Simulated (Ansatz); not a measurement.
Take ZrS₂ in the CdI2 type structure (space group P-3m1, No. 164; layered, stacked along the Cartesian z axis) as the base.

```yaml
crystal:
  lattice:
    - [3.67430, 0.00000, 0.00000]
    - [-1.83715, 3.18204, 0.00000]
    - [0.00000, 0.00000, 5.86030]
  atoms:
    - { symbol: Zr, position: [0.00000, 0.00000, 0.00000] }
    - { symbol: S, position: [0.33333, 0.66667, 0.24615] }
    - { symbol: S, position: [0.66667, 0.33333, 0.75385] }
```

Level of theory: r2SCAN+rVV10 (Ansatz, a first-principles code, PAW, no spin-orbit coupling).

It is then changed as follows: the cell is scaled by 0.9924 in all directions; the atoms relax in the strained cell.

Question: Predict the new mean gap deformation potential ΔEg/Δln V.

Answer: The mean gap deformation potential ΔEg/Δln V is +4.0 eV.

Stability against distortions was not tested.
